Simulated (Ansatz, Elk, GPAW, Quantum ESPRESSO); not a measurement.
## HfO2 (Fm-3m, 3 atoms in the cell) computed with different codes at matched settings

Self-consistent single point.

```
CELL_PARAMETERS angstrom
      0.00000     2.47255     2.47255
      2.47255     0.00000     2.47255
      2.47255     2.47255     0.00000
ATOMIC_POSITIONS crystal
  Hf 0.00000 0.00000 0.00000
  O  0.75000 0.75000 0.75000
  O  0.25000 0.25000 0.25000
```

Shared settings, as Ansatz (a quantum-chemistry and plane-wave program) writes them: kpoints.mp_grid.grid = 12 12 12; scf.occupations.method = fixed. Potentials and cutoffs stand in the table.

```
code                                                                                                         model  gap on the mesh (eV)      cutoff
----------------  ------------------------------------------------------------------------------------------------  --------------------  ----------
GPAW                                                                PBE+U, GPAW PAW datasets PBE (gpaw-data 1.0.1)                 4.745      950 eV
Ansatz                                                                                            PBE+U, PAW files                 4.642     default
Elk               PBE+U, all-electron FP-LAPW, Elk's shipped species files, APW+lo basis with extra local orbitals                 4.319  rgkmax 7.5
Quantum ESPRESSO                                 PBE+U, PseudoDojo standard norm-conserving (PBE) pseudopotentials                 4.718       85 Ry
```

Hubbard term: [{species: Hf, l: d, u_eff: 4.0}] eV.

Gaps are read on the mesh.

On Ansatz's run: spin-orbit coupling is off. Spin polarisation is off. The U value is a test value, and with U on an open shell several self-consistent states can exist.

The spread over the programs that give each value: gap on the mesh within 0.426 eV.

Elk treats all electrons, but the usual bases taken here (sphere radii, linearisation, local orbitals, empty states) were not tested for convergence, so the values are no reference for the others. The same U acts on different projectors in each program, which moves gaps, moments and pressures. In the gap, Elk (by 0.398) lies more than 0.12 eV from the median of the plane-wave programs.

The starting cell comes from a database of computed structures (which also holds hypothetical and non-ambient phases and stackings), without a prior relaxation at this level. Its lattice was rescaled by a random factor within 2.5 % of one.

Left out of this page: SIESTA (stopped by limits of time or memory).

Keys are those of Ansatz 0.2.
